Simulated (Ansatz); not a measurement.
Band structure of YAl3Ag (Imm2, 5 atoms in the cell).

```
CELL_PARAMETERS angstrom
     -2.10990     2.11889     5.70845
      2.10990    -2.11889     5.70845
      2.10990     2.11889    -5.70845
ATOMIC_POSITIONS crystal
  Y  0.00014 0.00014 0.00000
  Al 0.24985 0.74985 0.50000
  Al 0.60966 0.60966 0.00000
  Al 0.39014 0.39014 0.00000
  Ag 0.75020 0.25020 0.50000
```

Computed with LDA (PW92), PAW files made with PBE (plane waves; Ansatz, a first-principles code).

Settings: basis.ecutwfc = 420 eV; kpoints.mp_grid.grid = 7 7 7; hamiltonian.xc = lda; hamiltonian.pseudopotentials = {kind: paw} (the program's default PAW files); scf.occupations.method = fermi_dirac; scf.occupations.width = 0.05 eV; kpoints.band_path.npoints = 8.

The starting cell comes from a database of computed structures (which also holds hypothetical and non-ambient phases and stackings), without a prior relaxation at this level. Its lattice was rescaled by a random factor within 2.5 % of one.

Levels in eV from the Fermi level, bands 16 to 23:
```
point     16     17     18     19     20    21    22    23
-----  -----  -----  -----  -----  -----  ----  ----  ----
Γ      -3.74  -1.24  -1.19  -0.50   1.08  1.38  1.42  2.23
X      -4.49  -1.55  -1.38  -0.67   0.63  1.55  1.84  2.33
L      -3.41  -2.94  -2.57  -2.21  -1.38  1.38  1.75  1.87
T      -3.52  -3.31  -2.76  -2.38  -1.42  1.55  1.77  1.79
W      -3.52  -3.32  -2.53  -2.35  -1.48  0.69  1.82  2.72
R      -3.77  -3.17  -0.60  -0.24   0.12  1.47  1.69  2.09
X1     -4.49  -1.55  -1.38  -0.67   0.63  1.55  1.84  2.33
Z      -1.11  -1.06  -0.91  -0.84   1.39  1.43  1.90  2.21
Y      -4.50  -1.56  -1.38  -0.63   0.63  1.57  1.87  2.34
S      -3.78  -3.17  -0.57  -0.25   0.12  1.49  1.72  2.13
```

Bands cross the Fermi level along this path, so the cell is metallic at this level.

Keys are those of Ansatz 0.2.
